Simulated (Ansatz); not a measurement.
The reference is KTaO₃ in the cubic perovskite structure (space group Pm-3m, No. 221; a = 3.989 Å).

Method: r2SCAN (Ansatz, a quantum-chemistry and plane-wave program), no spin-orbit coupling, earlier PAW set.

Base values:

The band gap is 2.64 eV. The smallest direct gap comes out as 3.30 eV.

One thing is altered: cell and atoms relaxed at a pressure of 45 GPa.

### Question
What does the calculation give for the band gap after the change?

### Answer
The band gap grows by 0.37 eV, from 2.64 eV to 3.01 eV.

### Question
Predict the new smallest direct gap.

### Answer
The smallest direct gap rises by 0.22 eV, from 3.30 eV to 3.52 eV.

Spin-orbit coupling, missing from the scalar runs, can matter with Ta. Load acts through the strain it causes; cell and atoms are relaxed under it. Stability against distortions was not tested. No other phases were tried under pressure.
